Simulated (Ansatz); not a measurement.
## A constructed model of the (110) surface of bcc W, p(2x2) surface alloy, Mn on one W site of the top plane (bottom of the slab: a bare face, its two planes held)

Computed with PBE (plane waves to 420 eV, PAW; Ansatz, a quantum-chemistry and plane-wave program).

Slab: 24 atoms, 11.2 Å thick at the start; k 7x7x1, smearing 0.1 eV, dipole-corrected; 8 atoms held, the rest relaxed; symmetry of the start imposed; spin-polarised, ending with about 2.2 μB a cell; orders that need a larger cell were not tried, no spin-orbit, no U. It is one candidate, not shown to be the stable structure of the face.

```json
{
  "work_function_of_the_top_face": "4.69 eV",
  "energy_released_by_relaxation": "0.14 eV",
  "magnetic_moment_of_the_cell": "2.17 μB",
  "cost": "around 40 core-minutes (rough)"
}
```
